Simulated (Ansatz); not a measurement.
AlCdNO (model structure, started from the AlSiCN type, P3m1, No. 156, 4 atoms in the cell) was calculated with PBE (PAW; Ansatz, an electronic-structure program).

Run with plane-wave cutoff 520 eV, 12×12×6 k mesh (along the axes of the cell as run), Fermi–Dirac smearing 0.01 eV, scalar-relativistic PAW data made under PBE.

Cell (relaxed with PBEsol):

```
CELL_PARAMETERS angstrom
      3.21631     0.00000     0.00000
     -1.60815     2.78540     0.00000
      0.00000     0.00000     5.62249
ATOMIC_POSITIONS crystal
  Al 0.33333 0.66667 0.49981
  Cd 0.66667 0.33333 0.97609
  O  0.33333 0.66667 0.18199
  N  0.66667 0.33333 0.59210
```

Question: Estimate the band gap that the calculation returns.

Answer: 
- band gap: 1.40 eV

Note: the relaxation could raise the start's symmetry but not lower it, so the cell can be a saddle point; cell and atoms aren't relaxed at this level (largest force component 0.20 eV/Å, pressure 4.9 GPa).

Spin–orbit coupling is not included.

Computed values are for the static lattice.

Cost on a shared machine: about 18 core-seconds (a rough figure).

A model structure was made by putting elements into a prototype or built by hand; it is no filed structure, need not be a known phase, and can be a saddle point held by its symmetry.
